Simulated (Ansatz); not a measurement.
Defect migration in hexagonal La2O3: interstitial O, charge state -2. The step: a concerted move, in which O travels most; the atom moves 2.42 Å along (0.33, 0.66, 0.15) of the unit cell; the moving atom starts with neighbours La at 2.15, La at 2.45, 2 La at 2.45; O at 2.32 Å and ends with La at 2.15, La at 2.45, 2 La at 2.45; O at 2.32 Å. A PBE band in Ansatz (plane-wave PAW, the Γ point alone, 90 host sites, 105 SCF runs with any check of the saddle's order, static, no finite-size correction) gives a forward barrier of 0.43 eV. The saddle point's order was not checked, and it lies on a symmetry element of the cell, where a band can be held. The charge state is imposed; whether it is stable for some Fermi level was not computed. Sites that were not tried may lie lower.

Single points at the band's start and saddle point can refine it. Rough cost of one point, in units of the band's mean SCF on the same machine:

| Level | Cost of one point |
|---|---|
| PBE, a 2×2×2 k-point mesh shifted by half a step along c | about 10 |
| r2SCAN at 500 eV, the Γ point alone | about 3 |

### Question
Which of these move the barrier by more than 0.1 eV, and how far does each move it?

### Answer
Not one does. PBE, a 2×2×2 k-point mesh shifted by half a step along c: +0.04 eV; r2SCAN at 500 eV, the Γ point alone: +0.03 eV. Each functional is compared with PBE at the same k-points.

Ansatz is an electronic-structure program.
